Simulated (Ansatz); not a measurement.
Base system: ZrB$_{2}$ (space group P6/mmm, No. 191; a = 3.1552 Å, c = 3.5062 Å; relaxed with 0.1 eV smearing). Axes: x lies along a and z along c of the hexagonal cell.

Level of theory: Ansatz (a program for electronic structure), PBEsol, PAW, cutoff 420 eV, spin-orbit coupling left out.

Before the change:

The pressure is 0.0 GPa.

Modification: the cell is compressed by 2.50 % along z with no lateral relaxation, atoms relaxed at fixed cell.

Problem. Predict the new pressure and energy relative to the base.

Solution. The pressure (mean of the normal stresses, compression positive) goes from zero to 6.4 GPa; the energy grows by 9.3 meV/atom.

The cells carry an imposed strain or load. Stability against distortions was not tested. The final runs are not spin-polarised.
